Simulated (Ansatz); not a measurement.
# Cd, pressure series

The reference is Cd in the hcp (Mg type) structure (space group P6_3/mmc, No. 194; a = 3.016 Å, c = 5.822 Å).

Cell and atoms are relaxed at each pressure.

Calculations: PBE (Ansatz, a program for electronic structure; PAW; 420 eV plane waves; no SOC), earlier PAW set.

Candidates:
(a) pressure 5 GPa
(b) pressure 10 GPa
(c) pressure 0.3 GPa
(d) pressure 1.5 GPa

Base values:

```
Quantity   Value
---------  -----
c/a ratio  1.930
```

Order them by c/a ratio, lowest first.

(b) pressure 10 GPa (1.787), (a) pressure 5 GPa (1.812), (d) pressure 1.5 GPa (1.861), (c) pressure 0.3 GPa (1.923)

Load acts through the strain it causes; cell and atoms are relaxed under it. Whether these cells are dynamically stable was not tested. Competing high-pressure phases were not computed.
